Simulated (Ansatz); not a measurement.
Structures of equal composition on the (111)A surface of zinc-blende CdTe (Cd plane on top): 2x2 Cd adatom at H3; 2x2 Cd adatom at T4. The slabs share one bottom face, and each structure is named by its start. These are constructed structures in small cells; real faces may alloy, dewet or reconstruct in larger ones, and not all known structures of the face are among them. Slabs of about 16 Å with all that they carry, Fermi-Dirac smearing of 0.025 eV. Bottom of the slabs: H caps. Relaxed from the named starts with such symmetry as they have, on meshes of like density; energies extrapolated to zero smearing; no spin-orbit coupling, no U. Spin-polarised runs, if any, are marked in brackets, and their order is one that fits the cell; the others ran without spin. Where a second, spin-polarised start was run, the lower counts.

Host crystal: zinc-blende CdTe, with a band gap (PBE, scalar-relativistic without spin-orbit coupling).

Computed with PBE (plane waves to 420 eV, PAW; Ansatz, a program for electronic structure).

Q: Rank these by energy per 1x1 cell (lowest first), as PBE gives it.

A: 2x2 Cd adatom at T4 (0.000 eV (1 Cd–Te bonds broke), a narrow gap of 0.21 eV by band count), 2x2 Cd adatom at H3 (0.164 eV, no gap over 0.04 eV on the mesh)
